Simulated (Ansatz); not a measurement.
The reference is KTaO$_{3}$ in the cubic perovskite structure (space group Pm-3m, No. 221; a = 4.023 Å).

Calculations: Kohn–Sham DFT with the PBE functional, run in Ansatz (a quantum-chemistry and plane-wave program) with PAW and 420 eV plane waves, no spin-orbit coupling, earlier PAW set.

| level | band gap |
|---|---|
| PBE | 2.17 eV |

Measured: band gap 3.64 eV (temperature not stated; as listed in Burak Himmetoglu, Anderson Janotti, Journal of Physics Condensed Matter (2016)).

Computed minus measured — band gap: PBE -1.47 eV. Measured values not marked as corrected hold thermal and zero-point effects that the static-lattice runs lack. A measured gap can be an optical one, lowered by exciton binding. Levels without spin-orbit coupling miss its effect on the gap.

Spin-orbit coupling, missing from the scalar runs, can matter with Ta. Stability against distortions was not tested.
